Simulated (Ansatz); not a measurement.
```xyz
2
Lattice="11.0000 0.0000 0.0000 0.0000 11.0000 0.0000 0.0000 0.0000 5.2798" Properties=species:S:1:pos:R:3 pbc="T T T"
Ca     5.5000     5.5000     0.0000
Se     5.5000     5.5000     2.6399
```

Method: PBE (plane waves to 420 eV, PAW; Ansatz, a program for electronic structure). Mesh 1×1×56. No spin polarisation. Isolated but for its images some 11 Å away. A hypothetical model. Only distortions within the start's symmetry and period were free. Pairing along the axis, which can open a gap, is among the distortions not tried. Values not marked SOC lack spin–orbit coupling.

Task: Tabulate the two highest filled and two lowest empty levels along the axis, from the valence top.

Result: 
```tsv
k (2π/c)	v2 (eV)	v1 (eV)	c1 (eV)	c2 (eV)
0.000	0.00	0.00	2.42	3.67
0.042	-0.01	-0.01	2.43	3.67
0.083	-0.02	-0.02	2.46	3.68
0.125	-0.04	-0.04	2.50	3.70
0.167	-0.07	-0.07	2.55	–
0.208	-0.10	-0.10	2.61	–
0.250	-0.13	-0.13	2.67	–
0.292	-0.16	-0.16	2.74	–
0.333	-0.19	-0.19	2.80	–
0.375	-0.21	-0.21	2.86	–
0.417	-0.23	-0.23	2.90	–
0.458	-0.24	-0.24	2.93	–
0.500	-0.25	-0.25	2.94	–
```
A dash stands for levels within 1 eV of the vacuum level or above it.
